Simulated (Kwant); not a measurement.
Device: wire with a row of barriers in a GaN two-dimensional gas. Effective mass 0.22 mₑ, grid spacing 5 nm, hard walls, nominal width 100 nm (19 grid rows, so walls 100 nm apart), one parabolic valley, scattering region 500 nm long along x; energies count from the band bottom; Fermi energy swept from 0.00013674 to 0.0016238 eV. 3 barrier(s) across the wire, height 0.0041 eV, thickness 15 nm (about 3 grid columns), spaced by 80 nm.

Constants are typed, rounded textbook-type inputs, not results; the design itself was drawn at random and stands for no fabricated device.

Kwant, effective-mass tight-binding model on a square grid, one spin, coherent transport at 0 K. Conductance is in e²/h.

How many channels do the leads carry at E = 0.819, 1.10, 1.38 meV?

The hard-wall thresholds are n² ħ²π²/(2mW²) = n² × 0.171 meV with W = 100 nm. √(0.819/0.171) = 2.19, so 2. √(1.10/0.171) = 2.54, so 2. √(1.38/0.171) = 2.84, so 2.
